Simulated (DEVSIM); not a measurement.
System: abrupt Si p-n junction, at 400 K.

Layer 1 from the left is Si, thickness (μm) 6.20, Na (cm⁻³) 1.2e19, τn (s) 0.00045, τp (s) 0.00045. Layer 2 from the left is Si, thickness (μm) 8.60, Nd (cm⁻³) 1.1e17, τn (s) 0.00045, τp (s) 0.00045.

Left contact: ohmic. Right contact: ohmic. Voltage is applied to the left contact. Recombination: SRH at mid-gap, radiative, Auger. Mobility is μmin + (μ − μmin)/(1 + (N/Nref)^α).

The device is made up for the run: typed textbook-type constants, with dimensions and the other settings drawn at random. Values at 300 K; Nc and Nv go as T^1.5, mobilities as T to minus their exponent, the gap by Varshni's rule with the affinity fixed.

Si: gap (eV) 1.124, affinity (eV) 4.05, permittivity 11.7, Nc (cm⁻³) 2.86e19, Nv (cm⁻³) 3.1e19, μn (cm²/Vs) 1417, μp (cm²/Vs) 470, μn,min 52, μp,min 45, Nref,n 9.7e16, Nref,p 2.2e17, αn 0.68, αp 0.72, T exponent of μn 2.3, T exponent of μp 2.2, B (cm³/s) 4.7e-15, Cn (cm⁶/s) 2.8e-31, Cp (cm⁶/s) 9.9e-32, Varshni α (eV/K) 0.000473, Varshni β (K) 636.

Estimate by hand the built-in potential, the peak field at zero bias, and compare with a numerical solution.


- Built-in potential: ni = √(Nc Nv) exp(−Eg/2kT) = 5.68e12 cm⁻³ with Eg = 1.096 eV; Vbi = kT/q ln(Na Nd/ni²) = 0.842 V; numerical 0.842 V.
- Peak field at zero bias: depletion approximation: W = √(2εVbi/(qN)) = 0.1000 μm with N = 1.09e17 cm⁻³; field = 2Vbi/W = 169000 V/cm; numerical 259000 V/cm (estimate below by 35 %).

Model (solved in DEVSIM): 1D drift-diffusion, Boltzmann statistics, complete ionisation; no tunnelling, impact ionisation, image-force lowering or self-heating.
